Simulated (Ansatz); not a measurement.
An ideal cubic perovskite cell is held by its symmetry; such compounds can tilt or shift off centre at room temperature. The starting structures come from a database of crystals and need not be the phases stable at ambient conditions.

 Where the default PAW files enter, the runs use the earlier of Ansatz's two default sets.

## Evanescent states of ZrPbO3 (Pm-3m, cubic perovskite, not sure to be the ambient phase, 5 atoms a cell, 14.9 Å³ an atom, -6 GPa at this level) along the normal of (111)

Level of theory: r2SCAN (plane waves, PAW; Ansatz, a program for electronic structure).

The gap is the functional's own. No spin-orbit coupling. Mid-gap values are interpolated on the energy grid.

Energies count from the valence-band top; κ is the least over a 6×6 mesh across the current.

```csv
E (eV),κ (1/Å),where
0.07,0.143,off Γ
0.21,0.173,off Γ
0.35,0.193,off Γ
0.49,0.207,off Γ
0.63,0.217,off Γ
0.77,0.225,off Γ
0.91,0.229,off Γ
1.05,0.232,off Γ
1.19,0.233,off Γ
1.33,0.232,off Γ
1.47,0.229,off Γ
1.61,0.225,off Γ
1.75,0.218,off Γ
1.89,0.209,off Γ
2.03,0.198,off Γ
2.17,0.183,off Γ
2.31,0.164,off Γ
2.45,0.139,off Γ
2.59,0.102,off Γ
2.73,0.021,off Γ
```

Question: How thick must the barrier be to attenuate the transmission by 10^8 when the electrodes' Fermi level lies at 0.77 eV, and what attenuation does that film give at 0.49 eV?

Answer: d = 8 ln 10 / (2 × 0.225) = 40.9 Å. At 0.49 eV it gives 8 × 0.207/0.225 = 7.4 decades.
